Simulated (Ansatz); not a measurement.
Results of LDA (plane waves, PAW; Ansatz, a first-principles code) for BSi₂N (model structure, started from the BC2N type, R3m, No. 160, 4 atoms in the cell).

Output (set-up and result lines):

```
Crystal: 4 atoms, lattice volume = 45.000 Å³
Basis set: ecut = 520 eV, 1203 PW (Γ), FFT grids on a1−a3, a2−a3, a3, exchange–correlation on 48×48×90 points (8 copies of the dense FFT grid, shifted against one another)
Bands: 12, of which v1, the nominal top of the filled ones, is band 8 counted from 1 (7 counted from 0)
Symmetry: 6 space group operations
Space group: R3m (ITA 160), of the structure as read, at distance tolerance 3.6e-5 Å
k-points: 781 of 8000 (time reversal used)
Functional: x = slater, c = lda
SCF iter   1: F=—  HF=-1741.159006 eV  |F-HF|=—  |Δ(HF+E_count)|=         —  Δρ=9.76e-3  dr2=5.77e-2
SCF iter   2: F=—  HF=-1741.152417 eV  |F-HF|=—  |Δ(HF+E_count)|=   6.59e-3  Δρ=5.71e-3  dr2=2.77e-2
  ...
SCF iter   7: F=—  HF=-1741.146624 eV  |F-HF|=—  |Δ(HF+E_count)|=   1.82e-7  Δρ=6.37e-6  dr2=1.04e-8
SCF iter   8: F=-1741.146624 eV  HF=-1741.146624 eV  |F-HF|=3.41e-12  |Δ(HF+E_count)|=   4.08e-9  Δρ=8.25e-7  dr2=1.52e-10
SCF 1 converged in 8 iterations: F = -1741.146624 eV  dr2 = 1.52e-10
SCF converged after 8 iterations
Free energy (F): -1741.146624 eV
Internal energy: -1741.137487 eV  (E = F + TS)
E sigma→0 (E₀):  -1741.142056 eV
Fermi energy:    10.128015 eV
--- Forces (eV/Å), atoms counted from 1 ---
  atom   1  B      0.00000000    -0.00000000    -0.01589172
  atom   2  N      0.00000000    -0.00000000    -0.06781744
  atom   3  Si    -0.00000000    -0.00000000    -0.08399498
  atom   4  Si     0.00000000     0.00000001     0.16771153
--- Stress (GPa, compression-positive) ---
       -3.142489       0.000000       0.000000
        0.000000      -3.142489      -0.000000
        0.000000      -0.000000      -4.253469
  P = ⅓ Tr σ = -3.5128 GPa (-35.128 kbar)
```

Problem. Write an input file that could have produced this run (the log leaves some choices open).

Solution. One answer among several that fit: 
Ansatz 0.2 input:
```yaml
crystal:
  lattice:
    - [1.5468363519, 0.8930665609, 5.4291602633]
    - [-1.5468363519, 0.8930665609, 5.4291602633]
    - [0.0, -1.7861325917, 5.4291603505]
  atoms:
    - { symbol: B, position: [0.015176678, 0.015176678, 0.015176678] }
    - { symbol: N, position: [0.1132512174, 0.1132512174, 0.1132512174] }
    - { symbol: Si, position: [0.4900257605, 0.4900257605, 0.4900257605] }
    - { symbol: Si, position: [0.6315793441, 0.6315793441, 0.6315793441] }
basis:
  ecutwfc: 520
  ecutrho_ratio: 4
  xc_grid: 2
kpoints:
  mp_grid: { grid: [20, 20, 20] }
hamiltonian:
  xc: lda
  dispersion: none
  pseudopotentials: { kind: paw }
scf:
  occupations: { method: fermi_dirac, width: 0.05 }
  convergence: { dr2_threshold: 0.0000000004 }
output:
  forces: true
  stress: true
  eigenvalues: true
```

The PAW data were made under PBE.

Note: the relaxation could raise the start's symmetry but not lower it, so the cell can be a saddle point. Note: cell and atoms aren't relaxed at this level (largest force component 0.17 eV/Å, pressure -3.5 GPa).

The result took about 80 core-seconds (a rough figure).

A model structure was made by putting elements into a prototype or built by hand; it is no filed structure, need not be a known phase, and can be a saddle point held by its symmetry.
